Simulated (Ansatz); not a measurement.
All values below come from PBE (plane waves to 420 eV, PAW; Ansatz, a first-principles code).

Plane-averaged electrostatic potential energy along the normal, in eV from the highest filled level, for a constructed model of the (000-1) surface of wurtzite ZnO, O-terminated, 2x2 Si adatom at H3 (bottom of the slab: 2 H on 4 bottom sites):

```json
[
 {"z (Å)": "3.61", "V (eV)": "6.74"},
 {"z (Å)": "3.89", "V (eV)": "6.74"},
 {"z (Å)": "4.17", "V (eV)": "6.74"},
 {"z (Å)": "4.44", "V (eV)": "6.74"},
 {"z (Å)": "4.72", "V (eV)": "6.74"},
 {"z (Å)": "5.00", "V (eV)": "6.74"},
 {"z (Å)": "5.28", "V (eV)": "6.74"},
 {"z (Å)": "5.56", "V (eV)": "6.74"},
 {"z (Å)": "5.83", "V (eV)": "6.73"},
 {"z (Å)": "6.11", "V (eV)": "6.73"},
 {"z (Å)": "6.39", "V (eV)": "6.71"},
 {"z (Å)": "6.67", "V (eV)": "6.67"},
 {"z (Å)": "6.94", "V (eV)": "6.58"},
 {"z (Å)": "7.22", "V (eV)": "6.39"},
 {"z (Å)": "7.50", "V (eV)": "5.94"},
 {"z (Å)": "7.78", "V (eV)": "4.92"},
 {"z (Å)": "8.06", "V (eV)": "4.69"},
 {"z (Å)": "8.33", "V (eV)": "4.71"},
 {"z (Å)": "8.61", "V (eV)": "3.32"},
 {"z (Å)": "8.89", "V (eV)": "0.73"},
 {"z (Å)": "9.17", "V (eV)": "-1.94"},
 {"z (Å)": "9.44", "V (eV)": "-4.52"},
 {"z (Å)": "9.72", "V (eV)": "-6.34"},
 {"z (Å)": "10.00", "V (eV)": "-8.64"},
 {"z (Å)": "10.28", "V (eV)": "-8.57"},
 {"z (Å)": "10.56", "V (eV)": "-5.69"},
 {"z (Å)": "10.83", "V (eV)": "-0.80"},
 {"z (Å)": "11.11", "V (eV)": "2.66"},
 {"z (Å)": "11.39", "V (eV)": "2.24"},
 {"z (Å)": "11.67", "V (eV)": "-0.70"},
 {"z (Å)": "11.94", "V (eV)": "-4.46"},
 {"z (Å)": "12.22", "V (eV)": "-7.12"},
 {"z (Å)": "12.50", "V (eV)": "-9.33"},
 {"z (Å)": "12.78", "V (eV)": "-10.06"},
 {"z (Å)": "13.06", "V (eV)": "-7.53"},
 {"z (Å)": "13.33", "V (eV)": "-2.56"},
 {"z (Å)": "13.61", "V (eV)": "1.57"},
 {"z (Å)": "13.89", "V (eV)": "2.67"},
 {"z (Å)": "14.17", "V (eV)": "0.99"},
 {"z (Å)": "14.44", "V (eV)": "-2.78"},
 {"z (Å)": "14.72", "V (eV)": "-6.13"},
 {"z (Å)": "15.00", "V (eV)": "-8.14"},
 {"z (Å)": "15.28", "V (eV)": "-9.99"},
 {"z (Å)": "15.56", "V (eV)": "-9.24"},
 {"z (Å)": "15.83", "V (eV)": "-5.28"},
 {"z (Å)": "16.11", "V (eV)": "-0.63"},
 {"z (Å)": "16.39", "V (eV)": "2.51"},
 {"z (Å)": "16.67", "V (eV)": "2.12"},
 {"z (Å)": "16.94", "V (eV)": "-0.76"},
 {"z (Å)": "17.22", "V (eV)": "-4.58"},
 {"z (Å)": "17.50", "V (eV)": "-7.38"},
 {"z (Å)": "17.78", "V (eV)": "-9.65"},
 {"z (Å)": "18.06", "V (eV)": "-10.00"},
 {"z (Å)": "18.33", "V (eV)": "-7.52"},
 {"z (Å)": "18.61", "V (eV)": "-2.93"},
 {"z (Å)": "18.89", "V (eV)": "0.83"},
 {"z (Å)": "19.17", "V (eV)": "1.97"},
 {"z (Å)": "19.44", "V (eV)": "0.39"},
 {"z (Å)": "19.72", "V (eV)": "-2.81"},
 {"z (Å)": "20.00", "V (eV)": "-5.83"},
 {"z (Å)": "20.28", "V (eV)": "-7.66"},
 {"z (Å)": "20.56", "V (eV)": "-8.92"},
 {"z (Å)": "20.83", "V (eV)": "-9.12"},
 {"z (Å)": "21.11", "V (eV)": "-6.89"},
 {"z (Å)": "21.39", "V (eV)": "-3.57"},
 {"z (Å)": "21.67", "V (eV)": "-0.39"},
 {"z (Å)": "21.94", "V (eV)": "0.89"},
 {"z (Å)": "22.22", "V (eV)": "1.52"},
 {"z (Å)": "22.50", "V (eV)": "2.69"},
 {"z (Å)": "22.78", "V (eV)": "4.08"},
 {"z (Å)": "23.06", "V (eV)": "4.95"},
 {"z (Å)": "23.33", "V (eV)": "5.41"},
 {"z (Å)": "23.61", "V (eV)": "5.65"},
 {"z (Å)": "23.89", "V (eV)": "5.76"},
 {"z (Å)": "24.17", "V (eV)": "5.82"},
 {"z (Å)": "24.44", "V (eV)": "5.85"},
 {"z (Å)": "24.72", "V (eV)": "5.86"},
 {"z (Å)": "25.00", "V (eV)": "5.87"},
 {"z (Å)": "25.28", "V (eV)": "5.87"},
 {"z (Å)": "25.56", "V (eV)": "5.87"},
 {"z (Å)": "25.83", "V (eV)": "5.87"},
 {"z (Å)": "26.11", "V (eV)": "5.87"},
 {"z (Å)": "26.39", "V (eV)": "5.87"}
]
```

Model: 43-atom slab, 13.7 Å thick at the start with caps and adatoms (thin: gaps and levels are the slab's own), 4x4x1 mesh, Fermi-Dirac 0.025 eV, dipole correction, 8 atoms held, the rest relaxed; held to the start's symmetry, so lower structures may exist; no spin, no spin-orbit, no U. It is one candidate, not shown to be the stable structure of the face.

### Question
The surface cell has an area of 37.26 Å². What dipole along the normal does the step between the two vacuum levels imply?

### Answer
the top vacuum level lies 0.87 eV below the bottom one; p = −ε₀ A ΔV (ε₀ = 0.005526 e/(V·Å)) gives 0.18 e·Å a cell.
